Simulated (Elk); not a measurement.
Band structure of Rh (Fm-3m, 1 atom in the cell).

```
Rh
1.0
    0.00000     1.90000     1.90000
    1.90000     0.00000     1.90000
    1.90000     1.90000     0.00000
Rh
1
Direct
  0.00000   0.00000   0.00000
```

Method: PBE, all-electron FP-LAPW, Elk's shipped species files, default APW+lo basis in Elk.

Settings: xctype = 20; rgkmax = 7; stype = 0; swidth = 0.00734986 Ha; ngridk = 15 15 15; rmtscf = 0.92.

The starting cell has typed, rounded lattice constants, without a prior relaxation at this level. Spin polarisation is off. Values depend on the basis (sphere radii, cutoffs, local orbitals), which need not be converged.

Levels in eV from the Fermi level, bands 5 to 12:
| point | 5 | 6 | 7 | 8 | 9 | 10 | 11 | 12 |
|---|---|---|---|---|---|---|---|---|
| Γ | -8.03 | -3.08 | -3.08 | -3.08 | -1.03 | -1.03 | 17.72 | 23.60 |
| X | -6.38 | -6.00 | 0.52 | 0.99 | 0.99 | 3.23 | 12.29 | 13.74 |
| W | -5.05 | -3.81 | -3.81 | -1.20 | 1.02 | 9.69 | 9.69 | 11.48 |
| K | -5.56 | -4.80 | -2.08 | -0.70 | 0.39 | 7.87 | 8.71 | 12.13 |
| L | -6.17 | -3.18 | -3.18 | 0.56 | 0.56 | 0.67 | 8.66 | 16.83 |
| U | -5.56 | -4.80 | -2.08 | -0.70 | 0.39 | 7.87 | 8.71 | 12.13 |

Bands cross the Fermi level along this path, so the cell is metallic at this level.
